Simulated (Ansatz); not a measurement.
# B on the Si site + As on the Si site (B_Si+As_Si) (silicon host)

The numbers are results of PBE, PAW (plane waves to 420 eV; Ansatz, a program for electronic structure), not measurements. Cell and caveats: 64-site cell; 2×2×2 shifted k-points; start: the Si site; Si 2.37 Å away; energies good to tenths of an eV; relaxed from one start, so a lower configuration may exist.

Neighbours after relaxation, in Å: of the B atom: Si 2.10, Si 2.10, Si 2.10, As 2.20; of the As atom: B 2.20, Si 2.46, Si 2.46, Si 2.46.

```
charge         moment (μB)  point group  largest move off a lattice site (Å)
------  ------------------  -----------  -----------------------------------
0       not spin-polarised          C3v                                 0.25
```

Point groups are those of the whole cell at tolerances of 0.03 and 0.1 Å ("near" where only the looser one holds); none is given for unsettled states.

All states together cost about 7 core-minutes (a rough figure).
